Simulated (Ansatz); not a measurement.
System: GaSb (model structure, from the CsCl type, Pm-3m, No. 221). Method: r²SCAN+rVV10 (PAW; Ansatz, a quantum-chemistry and plane-wave program).

Excerpt of the program's output:

```
WARN output.stress: scf.convergence.dr2_threshold = 1e-7 eV (the SCF's general default) is looser than the 2e-10 eV advised for a printed stress (1e-10 eV for …
Relaxation: its limit of steps is 80 (relax.max_steps)
Crystal: 2 atoms, lattice volume = 46.113 Å³
Basis set: ecut = 560 eV, 1357 PW (Γ), exchange–correlation on 90×90×90 points (27 copies of the dense FFT grid, shifted against one another)
Bands: 18, of which v1, the nominal top of the filled ones, is band 14 counted from 1 (13 counted from 0)
Symmetry: 48 space group operations
Space group: Pm-3m (ITA 221), of the structure as read, at distance tolerance 3.6e-5 Å
k-points: 165 of 4096
Functional: x = r2scan, c = r2scan + rvv10(b = 11.95, C = 0.0093); τ floored in thin density (d = 2e-4 eV/Å³)
SCF iter   1: F=—  HF=-10285.758374 eV  |F-HF|=—  |Δ(HF+E_count)|=         —  Δρ=7.72e-3  dr2=1.00e-2  dr2_τ=4.48e-4
SCF iter   2: F=—  HF=-10285.778503 eV  |F-HF|=—  |Δ(HF+E_count)|=   2.01e-2  Δρ=3.24e-3  dr2=3.71e-3  dr2_τ=4.22e-5
  ...
SCF 1 converged in 8 iterations: F = -10285.780189 eV  dr2 = 4.37e-9
Crystal: 2 atoms, lattice volume = 46.113 Å³
Bands: 22, of which v1, the nominal top of the filled ones, is band 14 counted from 1 (13 counted from 0)
Initial density: handed on by an earlier stage of this run
SCF iter   1: F=—  HF=-10285.780189 eV  |F-HF|=—  |Δ(HF+E_count)|=         —  Δρ=3.26e-6  dr2=4.37e-9  dr2_τ=4.97e-11
SCF iter   2: F=-10285.780189 eV  HF=-10285.780189 eV  |F-HF|=3.13e-9  |Δ(HF+E_count)|=   3.27e-9  Δρ=2.74e-6  dr2=2.19e-9  dr2_τ=1.85e-11
SCF 2 converged in 2 iterations: F = -10285.780189 eV  dr2 = 2.19e-9
SCF converged after 2 iterations
Free energy (F): -10285.780189 eV
Internal energy: -10285.771554 eV  (E = F + TS)
E sigma→0 (E₀):  -10285.775872 eV
Fermi energy:    10.601648 eV
--- Stress (GPa, compression-positive) ---
       -1.052672      -0.000000       0.000000
        0.000000      -1.052672       0.000000
        0.000000       0.000000      -1.052672
  P = ⅓ Tr σ = -1.0527 GPa (-10.527 kbar)
```

### Question
Write an input file that produces this run.

### Answer
Several could match; the one computed here: 
Ansatz 0.2 input:
```yaml
crystal:
  lattice:
    - [3.585967305, 0.0, 0.0]
    - [0.0, 3.585967305, 0.0]
    - [0.0, 0.0, 3.585967305]
  atoms:
    - { symbol: Ga, position: [0.0, 0.0, 0.0] }
    - { symbol: Sb, position: [0.5, 0.5, 0.5] }
basis:
  ecutwfc: 560
  ecutrho_ratio: 4
  xc_grid: 3
kpoints:
  mp_grid: { grid: [16, 16, 16] }
hamiltonian:
  xc: r2scan
  dispersion: rvv10
  pseudopotentials: { kind: paw }
scf:
  occupations: { method: fermi_dirac, width: 0.05 }
output:
  forces: true
  stress: true
  eigenvalues: true
relax:
  f_tol: 0.004
  escape_saddle: false
  max_steps: 80
```

The cell is one volume of an energy–volume scan, off the minimum.

The PAW data were made under PBE.

Note: the cell keeps the symmetry of its start, so it can be a saddle point.

A model structure was made by putting elements into a prototype or built by hand; it is no filed structure, need not be a known phase, and can be a saddle point held by its symmetry.
